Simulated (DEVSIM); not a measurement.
Device: GaAs n-i-p diode, at 400 K.

| layer (left to right) | material | thickness (μm) | Nd (cm⁻³) | Na (cm⁻³) | τn (s) | τp (s) |
|---|---|---|---|---|---|---|
| 1 | GaAs | 1.90 | 1.2e17 | - | 1.2e-9 | 1.2e-9 |
| 2 | GaAs | 2.80 | - | 1.2e12 | 1.2e-9 | 1.2e-9 |
| 3 | GaAs | 2.20 | - | 2.9e17 | 1.2e-9 | 1.2e-9 |

Left contact: ohmic. Right contact: ohmic. Voltage is applied to the left contact. Recombination: SRH at mid-gap, Auger. Mobility is constant in doping.

The device is made up for the run: typed textbook-type constants, with dimensions and the other settings drawn at random. Values at 300 K; Nc and Nv go as T^1.5, mobilities as T to minus their exponent, the gap by Varshni's rule with the affinity fixed.

```
parameter             GaAs
----------------  --------
gap (eV)             1.424
affinity (eV)         4.07
permittivity          12.9
Nc (cm⁻³)           4.7e17
Nv (cm⁻³)             9e18
μn (cm²/Vs)           8500
μp (cm²/Vs)            400
T exponent of μn       2.1
T exponent of μp       2.2
Cn (cm⁶/s)           1e-30
Cp (cm⁶/s)           1e-30
Varshni α (eV/K)  0.000541
Varshni β (K)          204
```

Model (solved in DEVSIM): 1D drift-diffusion, Boltzmann statistics, complete ionisation; no tunnelling, impact ionisation, image-force lowering or self-heating.

Q: Tabulate band edges, carrier densities and field at zero bias.

A: Energies count from the Fermi level of the right contact; mesh points crowd at the junctions.

```json
[
 {"x (μm)": "0.000", "Ec (eV)": "0.062", "Ev (eV)": "-1.315", "n (cm⁻³)": "1.2e17", "p (cm⁻³)": "370", "field (V/cm)": "≈ 0"},
 {"x (μm)": "0.04197", "Ec (eV)": "0.062", "Ev (eV)": "-1.315", "n (cm⁻³)": "1.2e17", "p (cm⁻³)": "370", "field (V/cm)": "≈ 0"},
 {"x (μm)": "0.1627", "Ec (eV)": "0.062", "Ev (eV)": "-1.315", "n (cm⁻³)": "1.2e17", "p (cm⁻³)": "370", "field (V/cm)": "≈ 0"},
 {"x (μm)": "0.4817", "Ec (eV)": "0.062", "Ev (eV)": "-1.315", "n (cm⁻³)": "1.2e17", "p (cm⁻³)": "370", "field (V/cm)": "≈ 0"},
 {"x (μm)": "1.429", "Ec (eV)": "0.062", "Ev (eV)": "-1.315", "n (cm⁻³)": "1.2e17", "p (cm⁻³)": "370", "field (V/cm)": "≈ 0"},
 {"x (μm)": "1.741", "Ec (eV)": "0.062", "Ev (eV)": "-1.315", "n (cm⁻³)": "1.2e17", "p (cm⁻³)": "370", "field (V/cm)": "≈ 0"},
 {"x (μm)": "1.857", "Ec (eV)": "0.064", "Ev (eV)": "-1.313", "n (cm⁻³)": "1.1e17", "p (cm⁻³)": "390", "field (V/cm)": "1400"},
 {"x (μm)": "1.909", "Ec (eV)": "0.114", "Ev (eV)": "-1.263", "n (cm⁻³)": "2.6e16", "p (cm⁻³)": "1700", "field (V/cm)": "16000"},
 {"x (μm)": "1.967", "Ec (eV)": "0.175", "Ev (eV)": "-1.202", "n (cm⁻³)": "4.5e15", "p (cm⁻³)": "9900", "field (V/cm)": "7300"},
 {"x (μm)": "2.136", "Ec (eV)": "0.258", "Ev (eV)": "-1.119", "n (cm⁻³)": "4.0e14", "p (cm⁻³)": "110000", "field (V/cm)": "3800"},
 {"x (μm)": "2.585", "Ec (eV)": "0.410", "Ev (eV)": "-0.968", "n (cm⁻³)": "5.0e12", "p (cm⁻³)": "8900000", "field (V/cm)": "3300"},
 {"x (μm)": "3.975", "Ec (eV)": "0.859", "Ev (eV)": "-0.519", "n (cm⁻³)": "1.1e7", "p (cm⁻³)": "4.0e12", "field (V/cm)": "3200"},
 {"x (μm)": "4.449", "Ec (eV)": "1.017", "Ev (eV)": "-0.360", "n (cm⁻³)": "110000", "p (cm⁻³)": "4.0e14", "field (V/cm)": "3800"},
 {"x (μm)": "4.623", "Ec (eV)": "1.103", "Ev (eV)": "-0.275", "n (cm⁻³)": "9300", "p (cm⁻³)": "4.8e15", "field (V/cm)": "7500"},
 {"x (μm)": "4.699", "Ec (eV)": "1.206", "Ev (eV)": "-0.172", "n (cm⁻³)": "470", "p (cm⁻³)": "9.5e16", "field (V/cm)": "31000"},
 {"x (μm)": "4.737", "Ec (eV)": "1.243", "Ev (eV)": "-0.134", "n (cm⁻³)": "160", "p (cm⁻³)": "2.8e17", "field (V/cm)": "790"},
 {"x (μm)": "4.849", "Ec (eV)": "1.244", "Ev (eV)": "-0.133", "n (cm⁻³)": "150", "p (cm⁻³)": "2.9e17", "field (V/cm)": "≈ 0"},
 {"x (μm)": "5.146", "Ec (eV)": "1.244", "Ev (eV)": "-0.133", "n (cm⁻³)": "150", "p (cm⁻³)": "2.9e17", "field (V/cm)": "≈ 0"},
 {"x (μm)": "6.228", "Ec (eV)": "1.244", "Ev (eV)": "-0.133", "n (cm⁻³)": "150", "p (cm⁻³)": "2.9e17", "field (V/cm)": "≈ 0"},
 {"x (μm)": "6.668", "Ec (eV)": "1.244", "Ev (eV)": "-0.133", "n (cm⁻³)": "150", "p (cm⁻³)": "2.9e17", "field (V/cm)": "≈ 0"},
 {"x (μm)": "6.830", "Ec (eV)": "1.244", "Ev (eV)": "-0.133", "n (cm⁻³)": "150", "p (cm⁻³)": "2.9e17", "field (V/cm)": "≈ 0"},
 {"x (μm)": "6.900", "Ec (eV)": "1.244", "Ev (eV)": "-0.133", "n (cm⁻³)": "150", "p (cm⁻³)": "2.9e17", "field (V/cm)": "≈ 0"}
]
```
